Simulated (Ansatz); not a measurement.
**Pressure series in AlRu**

Start from AlRu in the CsCl type structure (space group Pm-3m, No. 221; a = 2.983 Å).

Cell and atoms are relaxed at each pressure.

Level of theory: r2SCAN/PAW in Ansatz (a quantum-chemistry and plane-wave program), spin-orbit coupling left out.

Notes on the quantities. enthalpy: H = E + PV relative to the base's energy.

```csv
change,enthalpy,density,shortest interatomic distance
base,–,8.01 g/cm³,2.583 Å
pressure −2 GPa,-0.17 eV/atom,7.94 g/cm³,2.591 Å
pressure −1 GPa,-0.08 eV/atom,7.98 g/cm³,2.587 Å
pressure 0.3 GPa,+0.02 eV/atom,8.03 g/cm³,2.582 Å
pressure 0.7 GPa,+0.06 eV/atom,8.04 g/cm³,2.580 Å
pressure 1.5 GPa,+0.12 eV/atom,8.07 g/cm³,2.577 Å
pressure 3 GPa,+0.25 eV/atom,8.12 g/cm³,2.572 Å
pressure 5 GPa,+0.41 eV/atom,8.19 g/cm³,2.564 Å
pressure 7.5 GPa,+0.61 eV/atom,8.27 g/cm³,2.556 Å
pressure 10 GPa,+0.81 eV/atom,…,…
```

Task: Some entries are withheld; estimate them.

Result: 
- pressure 10 GPa, density: 8.35 g/cm³
- pressure 10 GPa, shortest interatomic distance: 2.548 Å

Load acts through the strain it causes; cell and atoms are relaxed under it. Whether these cells are dynamically stable was not tested. No other phases were tried under pressure. The final runs are not spin-polarised.
